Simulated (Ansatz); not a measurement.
## InSb: uniaxial strain ε_zz = +1.00 %

The parent structure is InSb in the zinc blende structure (space group F-43m, No. 216; a = 6.4497 Å). Axes: x, y, z lie along the cube axes.

Modification: uniaxial strain ε_zz = +1.00 %, all other strain components held at zero, atoms relaxed at fixed cell.

Level of theory: Kohn–Sham DFT with the LDA functional, run in Ansatz (a first-principles code) with PAW and 420 eV plane waves, no SOC. k-mesh 13×13×13 (Γ-centred); smearing 0.05 eV (Fermi–Dirac).

```json
[
 {"quantity": "volume per atom", "base": "33.54 Å³", "changed": "33.87 Å³", "shift": "+0.335 Å³"},
 {"quantity": "space group", "base": "F-43m (No. 216)", "changed": "I-4m2 (No. 119)", "shift": "–"},
 {"quantity": "shortest interatomic distance", "base": "2.793 Å", "changed": "2.802 Å", "shift": "+0.009 Å"},
 {"quantity": "energy relative to the base (free energy F)", "base": "0 meV/atom", "changed": "+0.7 meV/atom", "shift": "+0.7 meV/atom"},
 {"quantity": "pressure (mean of the normal stresses, compression positive)", "base": "0.0 GPa", "changed": "-0.5 GPa", "shift": "-0.5 GPa"},
 {"quantity": "band gap", "base": "zero", "changed": "zero", "shift": "–"},
 {"quantity": "stress (xx, yy, zz, yz, xz, xy; compression positive) (rough)", "base": "–", "changed": "(-0.4, -0.4, -0.7, 0.0, 0.0, 0.0) GPa", "shift": "–"}
]
```

Without a gap, meshes like the base's 13×13×13 leave anisotropic stresses uncertain by several tenths of a GPa, and small strain energies with them. Spin-orbit coupling, missing from the scalar runs, can matter with Sb. Whether these cells are dynamically stable was not tested. All final runs are without spin polarisation. A zero or small gap of InSb can be the functional's error rather than a property of the material.
